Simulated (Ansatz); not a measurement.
Seebeck coefficient (μV/K, mean over directions) of p-type SnO$_{2}$ (P4_2/mnm) against carrier density, r2SCAN, rigid bands in Ansatz (an electronic-structure program). Computed gap 1.68 eV; densities at which minority carriers matter at this gap, or further valleys turn the trend, are left out. Conductivity mass 1.60 mₑ (harmonic mean over directions), N_v = 4.7e19 cm⁻³ at 300 K.

| hole density | 300 K | 500 K |
|---|---|---|
| 1e16 cm⁻³ | 943 | ___ |
| 1e17 cm⁻³ | 745 | 817 |
| 1e18 cm⁻³ | 547 | 618 |
| 3e18 cm⁻³ | 452 | 524 |
| 1e19 cm⁻³ | 350 | 421 |
| 3e19 cm⁻³ | ___ | 328 |
| 1e20 cm⁻³ | 167 | ___ |
| 3e20 cm⁻³ | 99 | 151 |
| 1e21 cm⁻³ | 52 | 86 |

Task: Complete the blanks.

Result: 
- 1e16 cm⁻³, 500 K: 1015
- 3e19 cm⁻³, 300 K: 259
- 1e20 cm⁻³, 500 K: 230

Rigid bands with a gap fixed in temperature, one relaxation time for all states, no polarons or phonon drag, and whether or not such doping can be reached. Spin-orbit coupling is left out; where it splits the top of the valence band, N_v and the p-type Seebeck coefficient come out somewhat high without it. Geometry: cell and atoms relaxed with PBEsol.
